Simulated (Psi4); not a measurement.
Psi4 1.11, unrestricted WB97X/def2-svpd: Cu(OH)2(NH3)2 ([NH3]->[Cu](<-[NH3])([OH])[OH]), charge 0, multiplicity 2, 13 atoms. The geometry is a generated start, not checked to be a minimum at this level.

```
Property                              Value
--------------------------  ---------------
task                                 energy
method                                wb97x
basis                             def2-svpd
memory                                 3 GB
maxiter                                 100
keys of the molecule block      symmetry c1
scf_type                       df (default)
e_convergence               1e-06 (default)
d_convergence               1e-06 (default)
dft_radial_points              75 (default)
dft_spherical_points          302 (default)
basis functions                         184
grid points                          280311
```

```xyz
13

Cu    -0.1275     0.1501     0.1406
O     -0.8893     0.8860    -1.3325
H     -0.7523     1.8350    -1.3438
O      0.5160    -0.4425     1.7226
H     -0.1563    -0.9152     2.2149
N      1.8062     1.2250    -0.0091
H      2.2452     0.8048     0.8011
H      1.7558     2.2284     0.0953
H      2.2966     0.9788    -0.8568
N     -1.5190    -1.5310    -0.2658
H     -2.2363    -1.7084     0.4241
H     -1.0183    -2.3812    -0.4838
H     -1.9207    -1.1298    -1.1067
```

Charge 0 and multiplicity 2 are set for this test and not shown to be the ground state.

With the defaults (diis = true, scf_initial_accelerator = adiis, damping_percentage = 0, guess = auto, which took SAD, level_shift = 0, level_shift_cutoff = 0.01, diis_max_vecs = 10) it converges in 17 SCF iterations. One run each on 2 threads, with these changes:
- diis_max_vecs = 20
- level_shift = 0.5, level_shift_cutoff = 0.001
- diis = false, scf_initial_accelerator = none, damping_percentage = 60
- guess = modhuckel
- guess = core
- scf_initial_accelerator = ediis
- guess = sap
- guess = huckel
- diis_max_vecs = 6

Task: Which of these changes keep the SCF from converging, or lead it to another solution?

Result: No convergence: diis = false, scf_initial_accelerator = none, damping_percentage = 60 (the run ends without SCF convergence in 100 iterations). The rest reach the solution of the defaults.

```json
[
 {"setting": "guess = sap", "SCF iterations": "14", "end": "same solution"},
 {"setting": "guess = modhuckel", "SCF iterations": "16", "end": "same solution"},
 {"setting": "guess = huckel", "SCF iterations": "16", "end": "same solution"},
 {"setting": "the defaults", "SCF iterations": "17", "end": "same solution"},
 {"setting": "scf_initial_accelerator = ediis", "SCF iterations": "17", "end": "same solution"},
 {"setting": "level_shift = 0.5, level_shift_cutoff = 0.001", "SCF iterations": "17", "end": "same solution"},
 {"setting": "diis_max_vecs = 20", "SCF iterations": "17", "end": "same solution"},
 {"setting": "diis_max_vecs = 6", "SCF iterations": "18", "end": "same solution"},
 {"setting": "guess = core", "SCF iterations": "23", "end": "same solution"},
 {"setting": "diis = false, scf_initial_accelerator = none, damping_percentage = 60", "SCF iterations": "100", "end": "no convergence"}
]
```

2 further runs of the study ended by our limits or in an error and are left out.
